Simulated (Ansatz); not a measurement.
Consider SiC (space group P6_422, No. 181; a = 3.0657 Å, c = 7.0310 Å; a hypothetical phase, not in the database extracts checked). Axes: x lies along a and z along c of the hexagonal cell.

The change: biaxial strain −2.31 %, plane normal [001], relaxed out of plane (Cartesian); in-plane vectors clamped, the third vector and the atoms free.

Levels (all Ansatz, a quantum-chemistry and plane-wave program, PAW): PBEsol (420 eV, no SOC); r2SCAN (500 eV, without spin-orbit coupling); HSE06 (420 eV, spin-orbit coupling left out).

One geometry, relaxed with PBEsol, under each level:

```tsv
level	band gap	lowest conduction level above the VBM at special points	pressure
PBEsol	0.38 eV	M 0.38 eV; L 1.68 eV; K 2.20 eV; H 2.33 eV	85.9 kbar
r2SCAN	0.76 eV	M 0.76 eV; L 2.16 eV; K 2.76 eV; H 2.76 eV	100.5 kbar
HSE06	?	?	–
```

Give the withheld HSE06 results.


- HSE06, band gap: 1.23 eV
- HSE06, lowest conduction level above the VBM at special points: M 1.23 eV; L 2.62 eV; K 3.24 eV; Γ 4.72 eV

Single points use the geometry relaxed with PBEsol. Their cutoffs differ, which shifts pressures a little. HSE06 gaps are upper bounds (no full band path). No phonon test of stability was made. The base started in P3_121 and relaxed to P6_422 at this level.
